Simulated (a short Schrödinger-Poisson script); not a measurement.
Structure: MOS inversion layer, Si3N4 on p-type Si(100), at 300 K.

From the gate side: 1.8 nm Si3N4; 200 nm Si, acceptors 4.8e18 cm⁻³.

The device is made up for the run: typed textbook-type constants, with dimensions and the other settings drawn at random. Si3N4: permittivity 7.5, conduction-band edge (eV) 1.95, gap (eV) 5.1, electron mass (mₑ) 0.5. Si: permittivity 11.7, conduction-band edge (eV) 0, gap (eV) 1.124, Nv at 300 K (cm⁻³) 3.1e19.

Channel valleys (confinement mass, in-plane density-of-states mass, number): Δ2 0.916, 0.19, 2; Δ4 0.19, 0.417, 4. At the gate the conduction-band edge of layer 1 lies 2.27 eV − eVg above the Fermi level of the channel; the field vanishes at the back. Gaps are held at their typed values at every temperature. Mesh 0.03 nm at interfaces.

From a short Schrödinger-Poisson script (our own, NumPy): 1D Poisson equation in equilibrium, electrons quantum, Hartree (BenDaniel-Duke, 12 states a valley, the channel's in-plane mass for all, wave functions ending at the dielectric), parabolic valleys, classical holes, full ionisation, no traps, pinning or gate leakage.

```
Vg (V)  electrons (cm⁻²)  C (μF/cm²)  Δ2 E0 (meV from the Fermi level)  Δ4 E0 (meV from the Fermi level)
------  ----------------  ----------  --------------------------------  --------------------------------
0.65              1.09e9       0.536                             213.6                             342.1
0.7               5.10e9       0.543                             173.8                             304.3
0.75             2.33e10       0.605                             134.4                             266.9
0.8              9.69e10       0.843                              97.3                             231.7
0.85             3.12e11        1.31                              66.3                             202.8
0.9              7.15e11        1.76                              43.6                             182.1
0.95             1.26e12        2.06                              27.2                             167.8
1                1.89e12        2.23                              14.6                             157.3
1.05             2.58e12        2.35                               4.3                             149.1
1.1              3.30e12        2.43                              -4.5                             142.3
1.15             4.05e12        2.48                             -12.4                             136.5
1.2              4.82e12        2.52                             -19.6                             131.4
1.25             5.59e12        2.56                             -26.3                             126.7
1.3              6.38e12        2.58                             -32.6                             122.4
1.35             7.18e12        2.60                             -38.7                             118.4
```

Gate voltages with under 1e9 electrons/cm² are left out.

Task: At Vg = 1.35 V the lowest Δ2 subband lies at -38.7 meV from the Fermi level. How many electrons does it hold, and what share of all?

Result: The two-dimensional density of states is g m/(πħ²) = 1.59e11 cm⁻² meV⁻¹ (both spins), kT = 25.9 meV, so n = D kT ln(1 + exp(−E/kT)) = 6.97e12 cm⁻², 0.97 of the 7.18e12 cm⁻² in all.

Task: Compare the slope of the sheet density between 1.25 and 1.35 V with the geometric capacitance of the layers between gate and channel.

Result: q Δn/ΔV = 2.55 μF/cm²; ε0/Σ(t/ε) = 3.69 μF/cm². The ratio is 0.69: the channel acts as a further capacitance in series.
